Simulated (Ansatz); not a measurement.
Take CdSe in the wurtzite structure (space group P6_3mc, No. 186; a = 4.3019 Å, c = 7.0211 Å) as the base. Axes: x lies along a and z along c of the hexagonal cell.

All numbers come from PBEsol in Ansatz (plane waves to 420 eV, PAW, without spin-orbit coupling).

Free-standing slabs (4 atom(s) a layer) normal to the y axis with 15 Å of vacuum; in-plane cell held at bulk.

One change was made to it. Results:

```csv
quantity,base,after
"valence-band top at Γ (three highest levels, from the VBM)","0.00, 0.00, -0.05 eV","0.00, -0.66, -1.22 eV"
gap character,–,direct at Γ
band gap,0.54 eV,1.73 eV
shortest interatomic distance,2.633 Å,2.562 Å
```

Problem. Which change produced these results?
A) 1 layer
B) 2 layers
C) 3 layers
D) 4 layers

Solution. A, 1 layer. For comparison, the band gap in the other runs: 3 layers gives 1.14 eV; 4 layers gives 1.01 eV; 2 layers gives 1.32 eV.

Stability against distortions was not tested. Labels are those of the standard path for the cell's own space group.

Ansatz is a quantum-chemistry and plane-wave program.
